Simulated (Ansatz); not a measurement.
Start from Fe in the bcc (W type) structure (space group Im-3m, No. 229; ferromagnetic).

Fe is modelled in the cubic space group Im-3m (No. 229), the bcc (W type) structure, Pearson symbol cI2. Cell: a = 2.8316 Å, b = 2.8316 Å, c = 2.8316 Å, α = 90.00°, β = 90.00°, γ = 90.00°. Fe on 2a sees 8 Fe at 2.452 Å and 6 Fe at 2.832 Å. (Neighbours: up to the widest gap in distance over summed covalent radii, below 1.35, at either atom.)
(The calculation used a cell of 1 atom; values per cell refer to that cell.)

The values are results of Ansatz (a quantum-chemistry and plane-wave program), PBE, PAW, cutoff 420 eV, scalar-relativistic without spin-orbit coupling, earlier PAW set, not measurements.

Before the change:

```
Item                        Result
-------------------  -------------
Lattice parameter a        2.832 Å
Magnetic state       ferromagnetic
```

Modification: Cr takes the place of Fe on all its sites, then cell and atoms are relaxed.

Task: Estimate the effect on the lattice parameter a.

Result: The lattice parameter a increases by 0.016 Å (2.832 Å → 2.848 Å).

Task: What happens to the magnetic state?

Result: The magnetic state changes from ferromagnetic to non-magnetic.

Other magnetic orders, which the real material may have, were not ruled out. Stability against distortions was not tested. Starting moments died away, wholly or in part, for Fe → Cr; another magnetic solution may exist. Spin-polarised in the final run: base; the other runs are not. Real Cr is antiferromagnetic at low temperature and ambient pressure, an order that this cell doesn't hold.
